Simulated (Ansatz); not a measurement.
## CrPdO$_{2}$ (space group R-3m, No. 166; ferromagnetic; a model cell, its experimental status unchecked)

```
CrPdO2
1.0
    1.45958     0.84269     5.97470
   -1.45958     0.84269     5.97470
    0.00000    -1.68538     5.97470
Pd Cr O
1 1 2
Direct
  0.00000   0.00000   0.00000
  0.50000   0.50000   0.50000
  0.11155   0.11155   0.11155
  0.88845   0.88845   0.88845
```

Method: Ansatz (a quantum-chemistry and plane-wave program), PBEsol, PAW, cutoff 420 eV, no SOC. Settings: 17×17×17 k-points, 0.05 eV Fermi–Dirac smearing.

```yaml
volume_per_atom: 11.02 Å³
density: 7.17 g/cm³
band_gap: zero
magnetic_state: ferromagnetic
total_energy: -2844.473 eV/atom (σ→0; compares only within this code and set-up)
```

No phonon test of stability was made. No Hubbard U is applied and the magnetic state is the run's own (CrPdO2 ferromagnetic); other magnetic orders, which need larger cells, were not tried and can change the gap.
